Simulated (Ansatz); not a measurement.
By PBEsol, the system below comes out a metal.

```xyz
2
Lattice="3.2769 0.0000 0.0000 0.0000 3.2769 0.0000 1.6385 -1.6385 2.3171" Properties=species:S:1:pos:R:3 pbc="T T T"
Hf     0.0000     0.0000     0.0000
C      1.6385     1.6385     0.0000
```

The cell is taken as given; by PBEsol it stands under a pressure of -4.2 GPa.

The current flows along the normal of the first two printed cell vectors, the (001) plane of the conventional cell. No spin-orbit coupling; the value is a mean over 0.1 eV about the Fermi level.

Q: Give the ballistic conductance per area that PBEsol (Ansatz, an electronic-structure program) yields.

A: 0.25 × 10¹⁵ S/m² for both spins.
